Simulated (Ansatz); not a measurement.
Consider Ba in the bcc (W type) structure (space group Im-3m, No. 229; a = 5.0687 Å).

Level of theory: plane-wave PAW DFT at the r2SCAN level (Ansatz, a first-principles code, 500 eV), without spin-orbit coupling.

Base values:

```
Quantity              Result
-------------------  -------
Lattice parameter a  5.069 Å
```

Now apply this change: a negative pressure, −1 GPa.

### Question
How does this affect the lattice parameter a?

### Answer
The lattice parameter a grows by 0.250 Å (5.069 Å → 5.319 Å).

Load acts through the strain it causes; cell and atoms are relaxed under it. No phonon test of stability was made.
